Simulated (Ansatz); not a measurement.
**The (11-21) surface of hcp Zr in its 1x1 cell, outermost plane spacing 0.77 Å in the ideal cut**

Computed with r2SCAN, at the PBE geometry (plane waves to 500 eV, PAW; Ansatz, a quantum-chemistry and plane-wave program).

Set-up: 14 atoms, 10.0 Å thick at the start (thin: gaps and levels are the slab's own); mesh 8x7x1; 0.1 eV smearing; dipole correction on; single point; on the structure that PBE left under its start's symmetry; no spin, no spin-orbit, no U.

- surface energy (mean of both faces) = 1.85 J/m^2
- work function of the top face = 3.36 eV
- cost = roughly 5 core-minutes
